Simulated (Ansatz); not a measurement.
The parent structure is Au in the fcc (Cu type) structure (space group Fm-3m, No. 225).

```xyz
1
Lattice="0.0000 2.0417 2.0417 2.0417 0.0000 2.0417 2.0417 2.0417 0.0000" Properties=species:S:1:pos:R:3 pbc="T T T"
Au     0.0000     0.0000     0.0000
```

All numbers come from PBEsol (Ansatz, a program for electronic structure), scalar-relativistic without spin-orbit coupling, earlier PAW set.

Before the change:

- Lattice parameter a = 408.3 pm

Now apply this change: cell and atoms relaxed at a pressure of 10 GPa.

Q: What happens to the lattice parameter a?

A: The lattice parameter a decreases by 6.7 pm, from 408.3 pm to 401.6 pm.

Load acts through the strain it causes; cell and atoms are relaxed under it. No phonon test of stability was made. Competing high-pressure phases were not computed.
